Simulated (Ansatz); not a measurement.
Start from B (space group I4_132, No. 214; a = 4.633 Å; a hypothetical phase, not in the database extracts checked). Axes: x, y, z lie along the cube axes.

The change: tensor shear ε_xz = −0.99 % (engineering shear γ = -0.0198); the atoms relax in the strained cell.

Levels (all Ansatz, a program for electronic structure, PAW): PBEsol (420 eV, no spin-orbit coupling); r2SCAN (500 eV, no SOC); HSE06 (420 eV, no SOC).

One geometry, relaxed with PBEsol, under each level:

```json
[
 {"level": "PBEsol", "band gap": "1.36 eV", "lowest conduction level above the VBM at special points": "Γ 1.36 eV; Z 2.74 eV; L 2.78 eV; Y 2.84 eV", "pressure": "-0.01 GPa"},
 {"level": "r2SCAN", "band gap": "(withheld)", "lowest conduction level above the VBM at special points": "(withheld)", "pressure": "(withheld)"},
 {"level": "HSE06", "band gap": "2.38 eV", "lowest conduction level above the VBM at special points": "Γ 2.38 eV; Z 3.69 eV; L 3.73 eV", "pressure": "–"}
]
```

**Question.** Give the withheld r2SCAN results.

**Answer.** 
- r2SCAN, band gap: 1.72 eV
- r2SCAN, lowest conduction level above the VBM at special points: Γ 1.72 eV; Z 3.09 eV; L 3.12 eV; Y 3.19 eV
- r2SCAN, pressure: 0.45 GPa

Single points use the geometry relaxed with PBEsol. Their cutoffs differ, which shifts pressures a little. HSE06 gaps are upper bounds (no full band path). No phonon test of stability was made. k-point labels follow each cell's own Brillouin zone.
